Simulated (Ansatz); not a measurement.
System: 1T (CdI2-type) MgI₂. Method: PBE0 (Ansatz, a program for electronic structure, plane waves, PAW).

Total energies, extrapolated to zero smearing (they compare only within this program, potentials and cutoff):

```json
[
 {"system": "1T (CdI2-type) MgI₂, relaxed", "energy (eV/atom)": "-5653.7045"},
 {"system": "hcp Mg", "energy (eV/atom)": "-1924.2119"},
 {"system": "solid iodine", "energy (eV/atom)": "-7516.6179"}
]
```

Q: Work out the enthalpy of formation per atom.

A: ΔH_f ≈ ΔE = -5653.7045 − [1 × (-1924.2119) + 2 × (-7516.6179)]/3 = -1.222 eV/atom (0 K, no vibrations). The reference value is -1.268 ± 0.02 eV/atom (measured, 298 K, copied from a table, unchecked, not corrected to a static lattice; as tabulated in Wang et al. (2021), doi:10.1038/s41598-021-94550-5), a difference of +0.046 eV/atom.

Spin–orbit coupling is left out; its size isn't shown.

The PAW data were made under PBE.

Note: the cell comes from a level without a dispersion term, which matters for the spacing of layers, chains or molecules.
